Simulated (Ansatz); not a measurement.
Cost and result by functional for the adsorption energy of H2O on the 1x1 (0001) surface of corundum (cut with top plane Al), one in a 1x1 cell, started at the site 'hollow Al-O-O-O over O at depth 2.3 Å', in Ansatz (plane waves, PAW). Single points on the PBE structure, on one kind of machine; costs are rough ratios of the slab run's core time (references not counted) to the cheapest single point. r2SCAN's cost holds its higher cutoff (500 against 420 eV). Differences are taken against HSE06 for comparison alone: no measured value is at hand, so the table doesn't rank accuracy. HSE06 ran on a coarser k-mesh, which lowers its cost and may carry part of its shift.

Host crystal: corundum, with a band gap (PBE, scalar-relativistic without spin-orbit coupling).

Model: 23-atom slab, 6.7 Å thick at the start under the adsorbate (thin: gaps and levels are the slab's own), 6x6x1 mesh, Fermi-Dirac 0.01 eV, dipole correction, 9 atoms held, the rest relaxed; no symmetry held; no spin, no spin-orbit, no U, no dispersion correction. At the end it is bonded to Al. In PBE it is, or lies within 0.03 eV of, the lowest of the starts that converged. These notes are the PBE run's. Adsorption energies are against H2O(g). A negative adsorption energy means that the adsorbate is more stable on the surface than in its reference.

```
functional                     relative cost  adsorption energy (eV)  less HSE06 (eV)
-----------------------------  -------------  ----------------------  ---------------
RPBE                                       1                   -0.73             0.25
r2SCAN                                     1                   -1.13            -0.15
HSE06                                     10                   -0.98             0.00
PBE (the relaxed run's value)              –                   -0.95             0.04
```

The values span 0.40 eV, while the single points' costs differ by a factor of roughly 10. Differences are of unrounded values.

Ansatz is a first-principles code.
